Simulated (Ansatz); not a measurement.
The starting structures come from a database of crystals and need not be the phases stable at ambient conditions.

 Where the default PAW files enter, the runs use the earlier of Ansatz's two default sets.

Given:

```xyz
4
Lattice="4.2215 0.0000 0.0000 -2.1107 3.6559 0.0000 0.0000 0.0000 6.8167" Properties=species:S:1:pos:R:3 pbc="T T T"
Mg     2.1107     1.2186     3.3968
Mg     0.0000     2.4373     6.8052
Se     2.1107     1.2186     5.9762
Se     0.0000     2.4373     2.5678
```

Space group of this cell: P6_3mc, wurtzite. The cell is taken as given.

The current runs along the normal of the first two printed vectors, the (001) plane. All runs by Ansatz (a quantum-chemistry and plane-wave program), plane waves and PAW, without spin-orbit coupling; the base is r2SCAN.

| run | mean pressure (GPa) | gap (eV) | mid-gap κ (1/Å) |
|---|---|---|---|
| base | 0.0 | 3.36 | 0.209 |
| all lengths scaled by 0.98 | 3.4 | 3.65 | 0.218 |
| all lengths scaled by 1.02 | -2.6 | ___ | ___ |
| lda in place of r2scan | -1.8 | 2.39 | 0.161 |
| lengths across the current scaled by 0.98, ions clamped | 2.2 | 3.58 | 0.213 |
| lengths across the current scaled by 1.02, ions clamped | -1.8 | 3.15 | 0.204 |
| lengths along the current scaled by 0.97, ions clamped | 1.7 | ___ | ___ |
| lengths along the current scaled by 1.03, ions clamped | -1.3 | ___ | ___ |
| pbesol in place of r2scan | -0.3 | 2.52 | 0.168 |

Question: Some entries are withheld; supply them.

Answer: 
- all lengths scaled by 1.02, gap (eV): 3.09
- all lengths scaled by 1.02, mid-gap κ (1/Å): 0.200
- lengths along the current scaled by 0.97, ions clamped, gap (eV): 3.45
- lengths along the current scaled by 0.97, ions clamped, mid-gap κ (1/Å): 0.216
- lengths along the current scaled by 1.03, ions clamped, gap (eV): 3.24
- lengths along the current scaled by 1.03, ions clamped, mid-gap κ (1/Å): 0.202
